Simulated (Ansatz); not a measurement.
Base system: Cu$_{3}$N (space group Pm-3m, No. 221).

```xyz
4
Lattice="3.7209 0.0000 0.0000 0.0000 3.7209 0.0000 0.0000 0.0000 3.7209" Properties=species:S:1:pos:R:3 pbc="T T T"
Cu     1.8604     0.0000     0.0000
Cu     0.0000     1.8604     0.0000
Cu     0.0000     0.0000     1.8604
N      0.0000     0.0000     0.0000
```

Cartesian axes are those of the cell as printed.

Calculations: LDA, PAW, 420 eV (Ansatz, a quantum-chemistry and plane-wave program; no spin-orbit coupling).

For the base:

The shortest interatomic distance is 1.860 Å and the pressure is 0.0 GPa.

It is then changed as follows: uniaxial strain ε_zz = −2.40 %, all other strain components held at zero; the atoms relax in the strained cell.

Q: What happens to the energy relative to the base, shortest interatomic distance and pressure?

A: The energy increases by 7.9 meV/atom; the shortest interatomic distance falls by 0.0446 Å, from 1.860 Å to 1.816 Å; the pressure (mean of the normal stresses, compression positive) goes from zero to 4.0 GPa.

No phonon test of stability was made. The final runs are not spin-polarised.
